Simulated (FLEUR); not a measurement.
A self-consistent single point of Li (R-3m, 3 atoms in the cell) with FLEUR.

Computed with PBEsol, all-electron FLAPW (FLEUR), scalar-relativistic valence in FLEUR.

```
Li
1.0
    1.50901     0.87123     7.30958
   -1.50901     0.87123     7.30958
    0.00000    -1.74246     7.30958
Li
3
Direct
  0.77703   0.77703   0.77703
  0.22297   0.22297   0.22297
  0.00000   0.00000   0.00000
```

Reference input (self-consistent single point, DFT, LDA (Perdew-Zunger), all-electron FLAPW (FLEUR), scalar-relativistic valence): Kmax = 4.5 1/bohr; GmaxXC = 22.5 1/bohr; xcFunctional = pz; jspins = 1; l_soc = F; mode = gauss; fermiSmearingEnergy = 0.00734986 Htr; mesh (inpgen div1-3) = 10 10 10; inpgen gamma flag = true; Gmax = 22.5 1/bohr; numbands = 0; maxIterBroyd = 15. This run's input differs from it in these lines:

```diff
@@ -15,3 +15,3 @@
 &comp jspins=1 /
-&exco xctyp='pz' /
+&exco xctyp='PBEs' /
 &kpt div1=10 div2=10 div3=10 gamma=t /
@@ -28,3 +28,3 @@
       <coreElectrons ctail="T" frcor="F" kcrel="0" coretail_lmax="0"/>
-      <xcFunctional name="pz" relativisticCorrections="F"/>
+      <xcFunctional name="PBEs" relativisticCorrections="F"/>
       <magnetism jspins="1"/>
```

Output (repeated stretches shortened):

```
 Iteration:     1   Distance:       0.83458510 me/bohr^3
 Iteration:     2   Distance:       0.77286610 me/bohr^3
 Iteration:     3   Distance:       0.35780404 me/bohr^3
 Iteration:     4   Distance:       0.06335158 me/bohr^3
 Iteration:     5   Distance:       0.05838328 me/bohr^3
 Iteration:     6   Distance:       0.00232228 me/bohr^3
 Iteration:     7   Distance:       0.00229587 me/bohr^3
 Iteration:     8   Distance:       0.00037477 me/bohr^3
 Iteration:     9   Distance:       0.00004780 me/bohr^3
 Iteration:    10   Distance:       0.00000966 me/bohr^3
 Reset of history
 Run finished successfully
 Stop message:
   Structural relaxation: new displacements generated

[file out, last iteration]
             iter=     11
[...]
          total density-effective poten   -3.2218879564E+01
          total charge density-energy d   -5.3983637360E+00
 Updated energy parameters for spin:           1
[...]
 fermi energy and band-weighting factors:

[...]
FERMIE:
          first approx. to ef    (T=0)  :   0.025822 htr   (energy of the highest occ. eigenvalue)
          number of occ. states  (T=0)  :        537
          first approx. to seigv (T=0)  : -10.017338 htr
          sum of weights of occ. states :   4.502000
          sum of semicore charge        :   0.000000 e
          fermi energy=   0.02606 har   work function=  -0.70903 ev
          number of valence electrons=   8.99999
   [... lines left out ...]
          total moment                 =     0.00000
 Direct bandgap for spin            1 :    3.4299589324724503E-003  Htr
 ---->    free energy=                       -22.3797066300 htr
   [... lines left out ...]
      extrapolation for T->0
 ---->    total electron energy=             -22.3797066300 htr
 ***** TOTAL FORCES ON ATOMS *****
 TOTAL FORCE FOR ATOM TYPE=  1  X=  0.000   Y=  0.000   Z= -9.240
                       FX_TOT= 0.000000 FY_TOT= 0.000000 FZ_TOT= 0.000688
 TOTAL FORCE FOR ATOM TYPE=  2  X=  0.000   Y=  0.000   Z=  0.000
                       FX_TOT= 0.000000 FY_TOT= 0.000000 FZ_TOT= 0.000000
```

The run converged in 10 iterations. FLEUR gives forces in its relaxation mode, with a further iteration, so its stop message speaks of a relaxation. Against the reference run the largest force moves little (0.032 to 0.035 eV/Å).

The starting cell comes from a database of computed structures (which also holds hypothetical and non-ambient phases and stackings), without a prior relaxation at this level. Its lattice was rescaled by a random factor within 2.5 % of one. Values depend on the basis (sphere radii, cutoffs, local orbitals), which need not be converged. The log's line on a gap gives a spacing of levels on this mesh, which the program prints for metals too.

Cost on one core of a shared machine: roughly 5 min.
